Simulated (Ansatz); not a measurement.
## Effort and miss along a sweep of kpoints.mp_grid.grid: Mg₆NbGa (Amm2, 8 atoms in the cell)

Cell: a = 4.9685 Å, b = 6.2511 Å, c = 6.2511 Å, α = 56.85°, β = 90.00°, γ = 90.00°.

Method: LDA (PW92), default PAW files made with PBE (plane waves; Ansatz, a first-principles code).

Base settings: kpoints.mp_grid.grid = 5 5 5; hamiltonian.xc = lda; hamiltonian.pseudopotentials = {kind: paw} (the program's default PAW files); scf.occupations.method = fermi_dirac; scf.occupations.width = 0.1 eV.

Misses are taken against the tightest run, 16 16 16, which need not be fully converged itself. The energy is the free energy per atom.

The count of work is k-points × plane waves × bands × iterations; it is no time, and leaves out set-up, grids and terms that scale otherwise. Core times come from one kind of shared machine and are given to one figure; runs under 30 s give none.

The starting cell comes from a database of computed structures (which also holds hypothetical and non-ambient phases and stackings), without a prior relaxation at this level. Spin polarisation is off. In the base run, with a pressure of about -3 GPa the cell is away from its equilibrium volume at this level. Ansatz's pressure includes its estimate of the finite-basis (Pulay) stress.

The runs (kpoints.mp_grid.grid): 1 1 1 | 2 2 2 | 3 3 3 | 4 4 4 | 5 5 5 | 6 5 5 | 7 6 6 | 8 7 7 | 9 9 9 | 11 10 10 | 13 13 13 | 16 16 16.

### Question
Which is the coarsest setting among those run that, with all tighter ones, holds the energy within 5 meV/atom of the reference, and what does it save?

### Answer
4 4 4, off by 2.0 meV/atom; it needs 0.032 of the reference's count of work.

### Question
Which is the coarsest setting among those run that, with all tighter ones, holds the energy within 1 meV/atom of the reference, and what does it save?

### Answer
6 5 5, off by 0.71 meV/atom; it needs 0.055 of the reference's count of work.

### Question
What does the step from 3 3 3 to 5 5 5 buy?

### Answer
It takes the miss in the energy from 11 to 1.9 meV/atom, for 3.4 times the count of work.

```
kpoints.mp_grid.grid  energy less reference (meV/atom)  pressure less reference (GPa)  largest difference in the force on any atom (eV/Å)  count of work / reference  core time / reference (rough)
--------------------  --------------------------------  -----------------------------  --------------------------------------------------  -------------------------  -----------------------------
1 1 1                                           199.74                           1.76                                               0.228                     0.0019                              –
2 2 2                                            -6.70                           0.47                                               0.268                     0.0091                              –
3 3 3                                            10.98                           0.13                                               0.046                      0.012                              –
4 4 4                                             2.05                           0.09                                               0.058                      0.032                              –
5 5 5                                            -1.86                          -0.01                                               0.020                      0.041                              –
6 5 5                                            -0.71                           0.00                                               0.023                      0.055                              –
7 6 6                                            -0.25                          -0.01                                               0.006                      0.079                           0.08
8 7 7                                             0.10                          -0.01                                               0.008                       0.12                           0.08
9 9 9                                             0.14                           0.00                                               0.002                       0.19                            0.1
11 10 10                                          0.06                           0.00                                               0.002                       0.28                            0.2
13 13 13                                         -0.03                           0.00                                               0.001                       0.52                            0.5
16 16 16                                          0.00                           0.00                                               0.000                        1.0                              1
```

Keys are those of Ansatz 0.2.
